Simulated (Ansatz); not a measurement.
Ba₃AsN (Pm-3m, No. 221, 5 atoms in the cell; start mp-1013734) was calculated with r²SCAN in Ansatz (PAW).

Numerical settings: plane-wave cutoff 560 eV, 6×6×6 k mesh, Fermi–Dirac smearing 0.01 eV, scalar-relativistic PAW data made under PBE.

Cell (relaxed with PBEsol):

```xyz
5
Lattice="5.3463 0.0000 0.0000 0.0000 5.3463 0.0000 0.0000 0.0000 5.3463" Properties=species:S:1:pos:R:3 pbc="T T T"
Ba     0.0000     2.6732     2.6732
Ba     2.6732     0.0000     2.6732
Ba     2.6732     2.6732     0.0000
As     0.0000     0.0000     0.0000
N      2.6732     2.6732     2.6732
```

Q: Give the computed band gap.

A: 
* **band gap**: 0.13 eV

Note: cell and atoms aren't relaxed at this level (pressure 1.7 GPa).

Spin–orbit coupling is not included; it can close the smallest gap of 0.13 eV.

Computing time: around 50 core-seconds (rough).

A start named mp-… is a Materials Project structure, which need not be a measured phase.

Ansatz is an electronic-structure program.
